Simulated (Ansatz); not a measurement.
# BaSi₂ (P-3m1, No. 164, 3 atoms in the cell; start mp-7655; a measured phase of this formula has another space group)

All values below come from LDA (Ansatz, a first-principles code, PAW).

Numerical settings: plane-wave cutoff 500 eV, 12×12×8 k mesh (along the axes of the cell as run), Fermi–Dirac smearing 0.05 eV, scalar-relativistic PAW data made under PBE.

Cell (relaxed at this level):

Space group P-3m1 (No. 164); a = b = 4.005 Å, c = 5.155 Å, α = β = 90.00°, γ = 120.00°

| atom | site | symmetry | x | y | z |
|---|---|---|---|---|---|
| Ba | 1a | -3m. | 0.0000 | 0.0000 | 0.0000 |
| Si | 2d | 3m. | 0.3333 | 0.6667 | 0.4412 |

| Item | Value |
|---|---|
| band gap | none |

Note: the relaxation could not lower the start's symmetry, so the cell can be a saddle point above a distorted one.

Spin–orbit coupling is not included.

Static lattice: no zero-point or thermal effects.

The result took around 40 core-seconds (rough).

A start named mp-… is a Materials Project structure, which need not be a measured phase.
